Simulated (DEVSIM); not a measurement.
Device: W/SiO2/n-Si capacitor, at 250 K.

```tsv
layer (left to right)	material	thickness (nm)	Nd (cm⁻³)
1	SiO2	1.30	-
2	Si	790	5.3e17
```

Metal gate on the left, work function 4.6 eV. Fixed charge at the semiconductor interface -2.8e10 cm⁻² (in units of +e); no interface traps.

Constants are typed, rounded textbook-type inputs, not results; the design itself was drawn at random and stands for no fabricated device. Values at 300 K; Nc and Nv go as T^1.5, mobilities as T to minus their exponent, the gap by Varshni's rule with the affinity fixed.

| parameter | SiO2 | Si |
|---|---|---|
| gap (eV) | 9 | 1.124 |
| affinity (eV) | 0.9 | 4.05 |
| permittivity | 3.9 | 11.7 |
| Nc (cm⁻³) | - | 2.86e19 |
| Nv (cm⁻³) | - | 3.1e19 |
| Varshni α (eV/K) | - | 0.000473 |
| Varshni β (K) | - | 636 |

Model (solved in DEVSIM): 1D Poisson equation in equilibrium, Boltzmann statistics, complete ionisation; no quantum confinement or tunnelling. Metal contacts follow the ideal Schottky-Mott rule: no Fermi-level pinning, no interface dipoles.

Base results: threshold voltage (band bending 2φF) (V) -0.65; minimum of the low-frequency capacitance (μF/cm²) 0.215; flat-band voltage (V) 0.47.

### Question
What follows from this one change: interface trap density 0 → 2e+12 cm^-2 eV^-1?

### Answer
threshold voltage (band bending 2φF) -0.65 → -0.74 V; minimum of the low-frequency capacitance 0.215 → 0.457 μF/cm²; flat-band voltage 0.47 → 0.50 V.

### Question
What follows from this one change: substrate doping 5.3e+17 → 1.1e+18 cm^-3?

### Answer
threshold voltage (band bending 2φF) -0.65 → -0.75 V; minimum of the low-frequency capacitance 0.215 → 0.292 μF/cm²; flat-band voltage 0.47 → 0.49 V.

### Question
What follows from this one change: gate work function 4.6 → 4.9 eV?

### Answer
threshold voltage (band bending 2φF) -0.65 → -0.35 V; minimum of the low-frequency capacitance little changed (0.215 μF/cm²); flat-band voltage 0.47 → 0.77 V.
